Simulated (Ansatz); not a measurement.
Start from Sn in the diamond structure (space group Fd-3m, No. 227; a = 6.6562 Å; relaxed with 0.1 eV smearing). Axes: x, y, z lie along the cube axes.

Computed with Kohn–Sham DFT with the PBE functional, run in Ansatz (a first-principles code) with PAW and 420 eV plane waves, no SOC.

For the base:

| Item | Result |
|---|---|
| Shortest interatomic distance | 2.882 Å |
| Pressure | 0.0 GPa |
| Band gap | zero |

The change: uniaxial strain ε_zz = −1.00 %, all other strain components held at zero, atoms relaxed at fixed cell.

Q: Predict the new energy relative to the base, shortest interatomic distance, pressure and band gap.

A: The energy rises by 0.6 meV/atom; the shortest interatomic distance shrinks by 0.0096 Å (2.882 Å → 2.873 Å); the pressure (mean of the normal stresses, compression positive) goes from zero to 0.4 GPa; the band gap is still zero.

No phonon test of stability was made.
